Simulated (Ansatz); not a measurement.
Start from TiB2 (space group P6/mmm, No. 191).

```
TiB2
1.0
    3.01738     0.00000     0.00000
   -1.50869     2.61313     0.00000
    0.00000     0.00000     3.18507
Ti B
1 2
Cartesian
  0.00000   0.00000   0.00000
  0.00000   1.74209   1.59254
  1.50869   0.87104   1.59254
```

Cartesian axes are those of the cell as printed.

Level of theory: PBEsol, PAW, 420 eV (Ansatz, a quantum-chemistry and plane-wave program; no spin-orbit coupling).

Strains are applied to the cell and any free atomic positions relax; under biaxial strain the out-of-plane vector relaxes too.

One change was made to it. Results:

The pressure (mean of the normal stresses, compression positive) goes from zero to 8.9 GPa; the band gap is still zero.

Task: Name the change that was made.
A. isotropic strain −1.04 %
B. tensor shear ε_xz = +2.61 %
C. biaxial strain −4.21 %, plane normal [001], relaxed out of plane

Result: A, isotropic strain −1.04 %. For comparison, the pressure in the other runs: tensor shear ε_xz = +2.61 % gives 0.9 GPa; biaxial strain −4.21 %, plane normal [001], relaxed out of plane gives 23.0 GPa.

A case with no gap was solved on a k-mesh chosen for an insulator, which is coarse for it. Without a gap, meshes like the base's 13×13×10 leave anisotropic stresses uncertain by several tenths of a GPa, and small strain energies with them. No phonon test of stability was made. All final runs are without spin polarisation.
